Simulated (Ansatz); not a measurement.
A hypothetical phase is included: elements placed on a structure type, which no database files for this compound.

Tunnelling through a barrier is set by its complex band structure: the current falls as exp(−2κd) with the smallest κ.

Given:

```yaml
crystal:
  lattice:
    - [7.01586, 0.00000, 0.00000]
    - [0.00000, 7.01586, 0.00000]
    - [0.00000, 0.00000, 7.01586]
  atoms:
    - { symbol: Ga, position: [0.75000, 0.00000, 0.50000] }
    - { symbol: Ga, position: [0.50000, 0.75000, 0.00000] }
    - { symbol: Ga, position: [0.50000, 0.25000, 0.00000] }
    - { symbol: Ga, position: [0.25000, 0.00000, 0.50000] }
    - { symbol: Ga, position: [0.00000, 0.50000, 0.75000] }
    - { symbol: Ga, position: [0.00000, 0.50000, 0.25000] }
    - { symbol: As, position: [0.75000, 0.50000, 0.00000] }
    - { symbol: As, position: [0.00000, 0.75000, 0.50000] }
    - { symbol: As, position: [0.00000, 0.25000, 0.50000] }
    - { symbol: As, position: [0.25000, 0.50000, 0.00000] }
    - { symbol: As, position: [0.50000, 0.00000, 0.75000] }
    - { symbol: As, position: [0.50000, 0.00000, 0.25000] }
```

The cell was relaxed by PBE-D3(BJ); by r2SCAN it stands under a pressure of -0.6 GPa.

Transport runs along the normal of the first two printed cell vectors, the (001) plane of the conventional cell.

No gap correction and no spin-orbit coupling; mid-gap is the computed energy nearest the middle.

### Question
Predict the band gap and the smallest decay constant κ at mid-gap from r2SCAN (Ansatz, an electronic-structure program).

### Answer
Gap 0.69 eV on a 4×4×4 mesh; κ = 0.041 1/Å, at the zone centre.
